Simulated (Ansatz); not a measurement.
The reference is Pt in the fcc (Cu type) structure (space group Fm-3m, No. 225; a = 3.918 Å).

Structures relaxed with PBEsol (Ansatz, a program for electronic structure), spin-orbit coupling left out.

Base:

Simulated powder pattern, Mo Kα, λ = 0.71073 Å (kinematic, ideal powder, no thermal factors, no anomalous dispersion; the 10 strongest lines at most, above 2 %, up to 2θ = 40°):

| 2θ (°) | I/Imax (%) | hkl |
|---|---|---|
| 18.08 | 100 | (111) |
| 20.90 | 51 | (200) |
| 29.73 | 38 | (220) |
| 35.01 | 45 | (311) |
| 36.62 | 13 | (222) |

After one change:

Simulated powder pattern, Mo Kα, λ = 0.71073 Å (kinematic, ideal powder, no thermal factors, no anomalous dispersion; the 10 strongest lines at most, above 2 %, up to 2θ = 40°):

```tsv
2θ (°)	I/Imax (%)
18.36	100
21.23	51
30.20	37
35.57	45
37.21	13
```

Which change produced these results?
A. pressure 22.5 GPa
B. pressure 15 GPa
C. pressure −1 GPa
D. pressure 4.5 GPa

B, pressure 15 GPa. Its volume per atom is 14.36 Å³ against 15.04 Å³, and its space group is Fm-3m (No. 225).

Load acts through the strain it causes; cell and atoms are relaxed under it. Whether these cells are dynamically stable was not tested. Competing high-pressure phases were not computed. The final runs are not spin-polarised.
